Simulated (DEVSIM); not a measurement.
Device: Schottky contact on p-type GaAs, at 300 K.

Layer 1 from the left is GaAs, thickness (μm) 5.90, Na (cm⁻³) 9.1e16, τn (s) 6.7e-9, τp (s) 6.7e-9.

Left contact: Schottky, work function 4.944 eV, emission velocity 9e6 cm/s. Right contact: ohmic. Voltage is applied to the left contact. Recombination: SRH at mid-gap, Auger. Mobility is μmin + (μ − μmin)/(1 + (N/Nref)^α).

This is a model device: material constants are rounded textbook-type values typed into the input, and sizes, dopings and lifetimes were drawn at random. Values at 300 K.

GaAs: gap (eV) 1.424, affinity (eV) 4.07, permittivity 12.9, Nc (cm⁻³) 4.7e17, Nv (cm⁻³) 9e18, μn (cm²/Vs) 8500, μp (cm²/Vs) 400, μn,min 500, μp,min 20, Nref,n 6e16, Nref,p 1.5e17, αn 0.39, αp 0.38, Cn (cm⁶/s) 1e-30, Cp (cm⁶/s) 1e-30.

Simulated with DEVSIM: 1D drift-diffusion, Boltzmann statistics, complete ionisation; no tunnelling, impact ionisation, image-force lowering or self-heating. Metal contacts follow the ideal Schottky-Mott rule: no Fermi-level pinning, no interface dipoles.

Dark forward current:

| |V| (V) | |J| (A/cm²) |
|---|---|
| 0.05 | 0.03089 |
| 0.10 | 0.2380 |
| 0.15 | 1.607 |
| 0.20 | 10.07 |
| 0.25 | 50.15 |
| 0.30 | 157.5 |
| 0.35 | 326.8 |
| 0.40 | 532.5 |
| 0.45 | 758.8 |
| 0.50 | 997.5 |
| 0.55 | 1244 |
| 0.60 | 1497 |
| 0.65 | 1753 |
| 0.70 | 2013 |

### Question
Work out the local ideality factor n = ΔV / (kT/q · ln(J2/J1)) between the rows 0.15 and 0.20 V, 0.65 and 0.70 V.

### Answer
kT/q = 25.85 mV. From 0.15 to 0.20 V: ln(10.07/1.607) = 1.835, n = 1.05, near the 1 of diffusion or emission over a barrier. From 0.65 to 0.70 V: ln(2013/1753) = 0.138, n = 13.99; the layers' resistance at their doping, Σ W/(qμN) = 0.00018 Ω cm², would take 46 mV of this step of 50 mV.

### Question
Estimate the current at 0.15 V for emission alone, J0 = q v N_band exp(−φB/kT), and read the barrier back from the simulated current.

### Answer
φB = 0.550 eV, N_band = 9.00e18 cm⁻³, J0 = 0.00746 A/cm²; J = J0 (exp(qV/kT) − 1) = 2.46 A/cm². The simulation gives 1.61 A/cm²; the estimate lies 53 % above. Read backwards, the simulated current gives an apparent barrier of 0.561 eV. The estimate leaves out transport through the depletion region and minority injection.
